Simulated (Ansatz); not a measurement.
Ga2AsP (R3m), PBEsol with spin-orbit coupling, rigid bands (Ansatz, a first-principles code). Condition of this run: spin-orbit coupling switched on. Band gap 0.87 eV, N_c = 7.32e17 cm⁻³ and N_v = 5.43e18 cm⁻³ at 300 K, conductivity masses along y (a = (1.96, 1.13, 6.41) Å; b = (-1.96, 1.13, 6.41) Å; c = (0.00, -2.26, 6.41) Å) of 0.0947 mₑ (electrons) and 0.259 mₑ (holes). Take k_BT = 0.02585 eV.

A film of it is 5 nm thick, with its normal along the direction named. Estimate the confinement energies in an infinite well.

ħ²π²/(2m t²) = 0.376 eV·nm²/(m/mₑ × t²) gives 159 meV for electrons and 58.1 meV for holes, so the gap would widen to about 1.09 eV. Finite barriers and nonparabolic bands lower this, and with several valleys or bands the heaviest mass along the normal sets the lowest level, not this average.

Find the intrinsic carrier density and the intrinsic Fermi level.

n_i = √(N_c N_v) exp(−E_g/2k_BT) = 1.99e18 × exp(−16.83) = 9.8e10 cm⁻³. The level lies (k_BT/2) ln(N_v/N_c) = 26 meV from mid-gap (positive towards the conduction band). Each 0.1 eV added to the gap lowers n_i by a factor of 6.9.

What thermal injection velocity √(2k_BT/πm) limits a ballistic channel along the direction named?

1.75e7 cm/s for electrons and 1.06e7 cm/s for holes, a ratio of √(m_h/m_e) = 1.65, for dilute carriers.

Rigid bands with the computed gap; masses take one relaxation time for all states.

Computed structure with no diffraction record at hand here (it may be known, metastable or hypothetical): Ga2AsP (R3m).
